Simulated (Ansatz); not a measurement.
A self-consistent single point of SnSe₂ (P3m1, 3 atoms in the cell) with Ansatz (a first-principles code).

Method of the run: LDA (PW92), PAW files made with PBE (plane waves; Ansatz).

The change in words: lattice scaled by 0.98; kpoints.mp_grid.grid: 8 8 4 → 10 10 5. Reference geometry:
```
CELL_PARAMETERS angstrom
      1.89928    -3.28966     0.00000
      1.89928     3.28966     0.00000
      0.00000     0.00000     6.12158
ATOMIC_POSITIONS crystal
  Sn 0.00000 0.00000 0.00817
  Se 0.33333 0.66667 0.25000
  Se 0.66667 0.33333 0.75000
```

Reference input (self-consistent single point, DFT, LDA (PW92), plane waves, PAW files made with PBE): basis.ecutwfc = 420 eV; kpoints.mp_grid.grid = 8 8 4; hamiltonian.xc = lda; hamiltonian.pseudopotentials = {kind: paw} (the program's default PAW files); scf.occupations.method = fermi_dirac; scf.occupations.width = 0.05 eV. This run's input differs from it in these lines:

Ansatz 0.2 input:
```diff
@@ -3,5 +3,5 @@
   lattice:
-    - [1.899285, -3.289658, 0.000000]
-    - [1.899285, 3.289658, 0.000000]
-    - [0.000000, 0.000000, 6.121580]
+    - [1.861299, -3.223865, 0.000000]
+    - [1.861299, 3.223865, 0.000000]
+    - [0.000000, 0.000000, 5.999148]
   atoms:
@@ -13,3 +13,3 @@
 kpoints:
-  mp_grid: { grid: [8, 8, 4] }
+  mp_grid: { grid: [10, 10, 5] }
 hamiltonian:
```

Output (repeated stretches shortened):

```
SCF iter   1: F=—  HF=-16647.398187 eV  |F-HF|=—  |Δ(HF+E_count)|=         —  Δρ=3.30e-2  dr2=1.56e0  ethr=3.10e-3  ⟨swp⟩=6.9  Hψ=7405  notcnv=0
all-band conjugate gradients solve this SCF's bands
preconditioner: auto → Resta (q_TF=auto, 2.532 Å⁻¹)
SCF iter   2: F=—  HF=-16647.026398 eV  |F-HF|=—  |Δ(HF+E_count)|=   3.72e-1  Δρ=1.66e-2  dr2=2.47e-1  ethr=3.10e-3  ⟨swp⟩=2.4  Hψ=2398  notcnv=0  defer=30
   [... lines left out ...]
SCF iter   5: F=—  HF=-16646.946579 eV  |F-HF|=—  |Δ(HF+E_count)|=   2.23e-4  Δρ=4.12e-4  dr2=1.08e-4  ethr=1.80e-6  ⟨swp⟩=2.0  Hψ=2928  notcnv=0  defer=30
SCF iter   6: F=—  HF=-16646.946615 eV  |F-HF|=—  |Δ(HF+E_count)|=   3.66e-5  Δρ=1.06e-4  dr2=8.35e-6  ethr=2.35e-7  ⟨swp⟩=2.6  Hψ=3021  notcnv=0  defer=30
SCF iter   7: F=—  HF=-16646.946618 eV  |F-HF|=—  |Δ(HF+E_count)|=   3.18e-6  Δρ=2.59e-5  dr2=4.53e-7  ethr=1.82e-8  ⟨swp⟩=2.0  Hψ=2673  notcnv=0  defer=30
SCF iter   8: F=-16646.946619 eV  HF=-16646.946619 eV  |F-HF|=7.39e-8  |Δ(HF+E_count)|=   4.08e-7  Δρ=8.11e-6  dr2=8.40e-8  ethr=2.17e-10  ⟨swp⟩=8.7  Hψ=7971  notcnv=0
SCF 1 converged in 8 iterations: F = -16646.946619 eV  dr2 = 8.40e-8
Free energy (F): -16646.946619 eV
Internal energy: -16646.946585 eV  (E = F + TS)
E sigma→0 (E₀):  -16646.946602 eV
Entropy (-TS):   -0.000034 eV (-0.011 meV/atom)
Fermi energy:    9.018201 eV
--- Forces (eV/Å), atoms counted from 1 ---
  atom   1  Sn     0.00000000    -0.00000000    -0.88031774
  atom   2  Se    -0.00000000     0.00000000     1.58733509
  atom   3  Se     0.00000000    -0.00000000    -0.70710685
--- Stress (GPa, compression-positive) ---
        6.109122       0.000000       0.000000
        0.000000       6.109122       0.000000
        0.000000       0.000000       7.185001
  P = ⅓ Tr σ = 6.4677 GPa (64.677 kbar)
  The stress holds the Pulay correction. Without it, at fixed plane waves, as pw.x and ABINIT print it: P = 6.4476 GPa
```

The run converged in 8 iterations. Against the reference run the free energy rises by 34.1 meV/atom, the pressure goes from 1.24 to 6.47 GPa, the largest force goes from 0.898 to 1.587 eV/Å and the gap on the mesh goes from 0.680 to 0.722 eV.

The starting cell has typed, rounded lattice constants, without a prior relaxation at this level. Its lattice was rescaled by up to half a per cent. One atom was moved a little off its site on purpose. For this run, on top of that: lattice scaled by 0.98. With a pressure of about 6 GPa the cell is away from its equilibrium volume at this level. Forces in this geometry exceed 1 eV/Å. Ansatz's pressure includes its estimate of the finite-basis (Pulay) stress. Another mesh or the band path of this cell gives a smaller gap, so this value is not converged in the mesh.
